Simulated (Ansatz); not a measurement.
Electronic density of states of amorphous Hf₁₈O₃₈Ge, density 8.72 g/cm³, on a 2×2×2 Γ-centred mesh with a Gaussian width of 0.1 eV; energies count from the Fermi level, whose place inside the gap is arbitrary. Cell and mesh are small, so fine structure isn't converged. The numbers are results of PBE, scalar-relativistic without spin-orbit coupling (plane waves to 420 eV, PAW; Ansatz, a program for electronic structure), not measurements. Sampling: a 2×2×2 Γ-centred mesh; Fermi-Dirac width 0.02 eV; no spin polarisation.

The cell was made by melting and quenching with the CHGNet potential and then relaxed with DFT. O atoms were pushed apart under 1.9 Å during the dynamics, to hinder bonds among them. The hot cell started wider than the set density and was brought back towards it in steps. It is the lowest in DFT energy of 2 quenches. It is a model cell: composition and starting density were chosen by hand, and all elements were melted together. No dispersion term was used. Its density started from a set value of 8.72 and ended at 8.72 g/cm³. The simulated quench (nominally 380 K/ps over its main leg) is rapid and tends to freeze in more defects than a deposited or slowly cooled glass has. Values belong to this one cell and scatter from quench to quench. The volume was held where the preparation left it and the shape relaxed, at a PBE pressure of 0.6 GPa. Stress components on the final sampling reach 1.5 GPa. On a 2×2×2 Γ-centred mesh force components of up to 0.12 eV/Å stay, since the relaxation ran on the zone centre alone. Cycles of charging lowered its energy after that relaxation.

```json
[
 {"E - EF (eV)": "-12.00", "states/(eV atom)": "3.33"},
 {"E - EF (eV)": "-11.90", "states/(eV atom)": "0.80"},
 {"E - EF (eV)": "-11.80", "states/(eV atom)": "0.05"},
 {"E - EF (eV)": "-11.70", "states/(eV atom)": "0.00"},
 {"E - EF (eV)": "-11.60", "states/(eV atom)": "0.00"},
 {"E - EF (eV)": "-11.50", "states/(eV atom)": "0.00"},
 {"E - EF (eV)": "-11.40", "states/(eV atom)": "0.00"},
 {"E - EF (eV)": "-11.30", "states/(eV atom)": "0.00"},
 {"E - EF (eV)": "-11.20", "states/(eV atom)": "0.00"},
 {"E - EF (eV)": "-11.10", "states/(eV atom)": "0.00"},
 {"E - EF (eV)": "-11.00", "states/(eV atom)": "0.00"},
 {"E - EF (eV)": "-10.90", "states/(eV atom)": "0.00"},
 {"E - EF (eV)": "-10.80", "states/(eV atom)": "0.00"},
 {"E - EF (eV)": "-10.70", "states/(eV atom)": "0.00"},
 {"E - EF (eV)": "-10.60", "states/(eV atom)": "0.00"},
 {"E - EF (eV)": "-10.50", "states/(eV atom)": "0.00"},
 {"E - EF (eV)": "-10.40", "states/(eV atom)": "0.00"},
 {"E - EF (eV)": "-10.30", "states/(eV atom)": "0.00"},
 {"E - EF (eV)": "-10.20", "states/(eV atom)": "0.00"},
 {"E - EF (eV)": "-10.10", "states/(eV atom)": "0.00"},
 {"E - EF (eV)": "-10.00", "states/(eV atom)": "0.00"},
 {"E - EF (eV)": "-9.90", "states/(eV atom)": "0.00"},
 {"E - EF (eV)": "-9.80", "states/(eV atom)": "0.00"},
 {"E - EF (eV)": "-9.70", "states/(eV atom)": "0.02"},
 {"E - EF (eV)": "-9.60", "states/(eV atom)": "0.12"},
 {"E - EF (eV)": "-9.50", "states/(eV atom)": "0.17"},
 {"E - EF (eV)": "-9.40", "states/(eV atom)": "0.05"},
 {"E - EF (eV)": "-9.30", "states/(eV atom)": "0.00"},
 {"E - EF (eV)": "-9.20", "states/(eV atom)": "0.00"},
 {"E - EF (eV)": "-9.10", "states/(eV atom)": "0.00"},
 {"E - EF (eV)": "-9.00", "states/(eV atom)": "0.00"},
 {"E - EF (eV)": "-8.90", "states/(eV atom)": "0.00"},
 {"E - EF (eV)": "-8.80", "states/(eV atom)": "0.00"},
 {"E - EF (eV)": "-8.70", "states/(eV atom)": "0.00"},
 {"E - EF (eV)": "-8.60", "states/(eV atom)": "0.00"},
 {"E - EF (eV)": "-8.50", "states/(eV atom)": "0.00"},
 {"E - EF (eV)": "-8.40", "states/(eV atom)": "0.00"},
 {"E - EF (eV)": "-8.30", "states/(eV atom)": "0.00"},
 {"E - EF (eV)": "-8.20", "states/(eV atom)": "0.00"},
 {"E - EF (eV)": "-8.10", "states/(eV atom)": "0.00"},
 {"E - EF (eV)": "-8.00", "states/(eV atom)": "0.00"},
 {"E - EF (eV)": "-7.90", "states/(eV atom)": "0.00"},
 {"E - EF (eV)": "-7.80", "states/(eV atom)": "0.00"},
 {"E - EF (eV)": "-7.70", "states/(eV atom)": "0.00"},
 {"E - EF (eV)": "-7.60", "states/(eV atom)": "0.00"},
 {"E - EF (eV)": "-7.50", "states/(eV atom)": "0.00"},
 {"E - EF (eV)": "-7.40", "states/(eV atom)": "0.06"},
 {"E - EF (eV)": "-7.30", "states/(eV atom)": "0.22"},
 {"E - EF (eV)": "-7.20", "states/(eV atom)": "0.30"},
 {"E - EF (eV)": "-7.10", "states/(eV atom)": "0.31"},
 {"E - EF (eV)": "-7.00", "states/(eV atom)": "0.28"},
 {"E - EF (eV)": "-6.90", "states/(eV atom)": "0.34"},
 {"E - EF (eV)": "-6.80", "states/(eV atom)": "0.38"},
 {"E - EF (eV)": "-6.70", "states/(eV atom)": "0.41"},
 {"E - EF (eV)": "-6.60", "states/(eV atom)": "0.50"},
 {"E - EF (eV)": "-6.50", "states/(eV atom)": "0.52"},
 {"E - EF (eV)": "-6.40", "states/(eV atom)": "0.55"},
 {"E - EF (eV)": "-6.30", "states/(eV atom)": "0.64"},
 {"E - EF (eV)": "-6.20", "states/(eV atom)": "0.71"},
 {"E - EF (eV)": "-6.10", "states/(eV atom)": "0.75"},
 {"E - EF (eV)": "-6.00", "states/(eV atom)": "0.78"},
 {"E - EF (eV)": "-5.90", "states/(eV atom)": "0.81"},
 {"E - EF (eV)": "-5.80", "states/(eV atom)": "0.88"},
 {"E - EF (eV)": "-5.70", "states/(eV atom)": "0.89"},
 {"E - EF (eV)": "-5.60", "states/(eV atom)": "0.87"},
 {"E - EF (eV)": "-5.50", "states/(eV atom)": "0.87"},
 {"E - EF (eV)": "-5.40", "states/(eV atom)": "0.84"},
 {"E - EF (eV)": "-5.30", "states/(eV atom)": "0.82"},
 {"E - EF (eV)": "-5.20", "states/(eV atom)": "0.83"},
 {"E - EF (eV)": "-5.10", "states/(eV atom)": "0.83"},
 {"E - EF (eV)": "-5.00", "states/(eV atom)": "0.81"},
 {"E - EF (eV)": "-4.90", "states/(eV atom)": "0.78"},
 {"E - EF (eV)": "-4.80", "states/(eV atom)": "0.82"},
 {"E - EF (eV)": "-4.70", "states/(eV atom)": "0.85"},
 {"E - EF (eV)": "-4.60", "states/(eV atom)": "0.86"},
 {"E - EF (eV)": "-4.50", "states/(eV atom)": "0.82"},
 {"E - EF (eV)": "-4.40", "states/(eV atom)": "0.84"},
 {"E - EF (eV)": "-4.30", "states/(eV atom)": "0.88"},
 {"E - EF (eV)": "-4.20", "states/(eV atom)": "0.81"},
 {"E - EF (eV)": "-4.10", "states/(eV atom)": "0.78"},
 {"E - EF (eV)": "-4.00", "states/(eV atom)": "0.82"},
 {"E - EF (eV)": "-3.90", "states/(eV atom)": "0.86"},
 {"E - EF (eV)": "-3.80", "states/(eV atom)": "0.88"},
 {"E - EF (eV)": "-3.70", "states/(eV atom)": "0.92"},
 {"E - EF (eV)": "-3.60", "states/(eV atom)": "0.87"},
 {"E - EF (eV)": "-3.50", "states/(eV atom)": "0.94"},
 {"E - EF (eV)": "-3.40", "states/(eV atom)": "0.98"},
 {"E - EF (eV)": "-3.30", "states/(eV atom)": "0.96"},
 {"E - EF (eV)": "-3.20", "states/(eV atom)": "0.99"},
 {"E - EF (eV)": "-3.10", "states/(eV atom)": "0.99"},
 {"E - EF (eV)": "-3.00", "states/(eV atom)": "0.94"},
 {"E - EF (eV)": "-2.90", "states/(eV atom)": "0.95"},
 {"E - EF (eV)": "-2.80", "states/(eV atom)": "0.92"},
 {"E - EF (eV)": "-2.70", "states/(eV atom)": "0.89"},
 {"E - EF (eV)": "-2.60", "states/(eV atom)": "0.85"},
 {"E - EF (eV)": "-2.50", "states/(eV atom)": "0.86"},
 {"E - EF (eV)": "-2.40", "states/(eV atom)": "0.77"},
 {"E - EF (eV)": "-2.30", "states/(eV atom)": "0.61"},
 {"E - EF (eV)": "-2.20", "states/(eV atom)": "0.51"},
 {"E - EF (eV)": "-2.10", "states/(eV atom)": "0.35"},
 {"E - EF (eV)": "-2.00", "states/(eV atom)": "0.12"},
 {"E - EF (eV)": "-1.90", "states/(eV atom)": "0.01"},
 {"E - EF (eV)": "-1.80", "states/(eV atom)": "0.00"},
 {"E - EF (eV)": "-1.70", "states/(eV atom)": "0.00"},
 {"E - EF (eV)": "-1.60", "states/(eV atom)": "0.00"},
 {"E - EF (eV)": "-1.50", "states/(eV atom)": "0.00"},
 {"E - EF (eV)": "-1.40", "states/(eV atom)": "0.00"},
 {"E - EF (eV)": "-1.30", "states/(eV atom)": "0.00"},
 {"E - EF (eV)": "-1.20", "states/(eV atom)": "0.00"},
 {"E - EF (eV)": "-1.10", "states/(eV atom)": "0.00"},
 {"E - EF (eV)": "-1.00", "states/(eV atom)": "0.00"},
 {"E - EF (eV)": "-0.90", "states/(eV atom)": "0.00"},
 {"E - EF (eV)": "-0.80", "states/(eV atom)": "0.00"},
 {"E - EF (eV)": "-0.70", "states/(eV atom)": "0.00"},
 {"E - EF (eV)": "-0.60", "states/(eV atom)": "0.00"},
 {"E - EF (eV)": "-0.50", "states/(eV atom)": "0.00"},
 {"E - EF (eV)": "-0.40", "states/(eV atom)": "0.00"},
 {"E - EF (eV)": "-0.30", "states/(eV atom)": "0.00"},
 {"E - EF (eV)": "-0.20", "states/(eV atom)": "0.00"},
 {"E - EF (eV)": "-0.10", "states/(eV atom)": "0.00"},
 {"E - EF (eV)": "0.00", "states/(eV atom)": "0.00"},
 {"E - EF (eV)": "0.10", "states/(eV atom)": "0.00"},
 {"E - EF (eV)": "0.20", "states/(eV atom)": "0.00"},
 {"E - EF (eV)": "0.30", "states/(eV atom)": "0.00"},
 {"E - EF (eV)": "0.40", "states/(eV atom)": "0.00"},
 {"E - EF (eV)": "0.50", "states/(eV atom)": "0.00"},
 {"E - EF (eV)": "0.60", "states/(eV atom)": "0.00"},
 {"E - EF (eV)": "0.70", "states/(eV atom)": "0.00"},
 {"E - EF (eV)": "0.80", "states/(eV atom)": "0.00"},
 {"E - EF (eV)": "0.90", "states/(eV atom)": "0.00"},
 {"E - EF (eV)": "1.00", "states/(eV atom)": "0.00"},
 {"E - EF (eV)": "1.10", "states/(eV atom)": "0.00"},
 {"E - EF (eV)": "1.20", "states/(eV atom)": "0.00"},
 {"E - EF (eV)": "1.30", "states/(eV atom)": "0.00"},
 {"E - EF (eV)": "1.40", "states/(eV atom)": "0.00"},
 {"E - EF (eV)": "1.50", "states/(eV atom)": "0.00"},
 {"E - EF (eV)": "1.60", "states/(eV atom)": "0.00"},
 {"E - EF (eV)": "1.70", "states/(eV atom)": "0.00"},
 {"E - EF (eV)": "1.80", "states/(eV atom)": "0.00"},
 {"E - EF (eV)": "1.90", "states/(eV atom)": "0.01"},
 {"E - EF (eV)": "2.00", "states/(eV atom)": "0.05"},
 {"E - EF (eV)": "2.10", "states/(eV atom)": "0.18"},
 {"E - EF (eV)": "2.20", "states/(eV atom)": "0.35"},
 {"E - EF (eV)": "2.30", "states/(eV atom)": "0.43"},
 {"E - EF (eV)": "2.40", "states/(eV atom)": "0.50"},
 {"E - EF (eV)": "2.50", "states/(eV atom)": "0.50"},
 {"E - EF (eV)": "2.60", "states/(eV atom)": "0.49"},
 {"E - EF (eV)": "2.70", "states/(eV atom)": "0.53"},
 {"E - EF (eV)": "2.80", "states/(eV atom)": "0.53"},
 {"E - EF (eV)": "2.90", "states/(eV atom)": "0.51"},
 {"E - EF (eV)": "3.00", "states/(eV atom)": "0.50"},
 {"E - EF (eV)": "3.10", "states/(eV atom)": "0.63"},
 {"E - EF (eV)": "3.20", "states/(eV atom)": "0.67"},
 {"E - EF (eV)": "3.30", "states/(eV atom)": "0.66"},
 {"E - EF (eV)": "3.40", "states/(eV atom)": "0.73"},
 {"E - EF (eV)": "3.50", "states/(eV atom)": "0.74"},
 {"E - EF (eV)": "3.60", "states/(eV atom)": "0.75"},
 {"E - EF (eV)": "3.70", "states/(eV atom)": "0.78"},
 {"E - EF (eV)": "3.80", "states/(eV atom)": "0.75"},
 {"E - EF (eV)": "3.90", "states/(eV atom)": "0.69"},
 {"E - EF (eV)": "4.00", "states/(eV atom)": "0.71"},
 {"E - EF (eV)": "4.10", "states/(eV atom)": "0.74"},
 {"E - EF (eV)": "4.20", "states/(eV atom)": "0.74"},
 {"E - EF (eV)": "4.30", "states/(eV atom)": "0.76"},
 {"E - EF (eV)": "4.40", "states/(eV atom)": "0.70"},
 {"E - EF (eV)": "4.50", "states/(eV atom)": "0.60"},
 {"E - EF (eV)": "4.60", "states/(eV atom)": "0.57"},
 {"E - EF (eV)": "4.70", "states/(eV atom)": "0.62"},
 {"E - EF (eV)": "4.80", "states/(eV atom)": "0.69"},
 {"E - EF (eV)": "4.90", "states/(eV atom)": "0.64"}
]
```

The gap on this mesh is 4.11 eV; the broadening fills part of it in the curve.
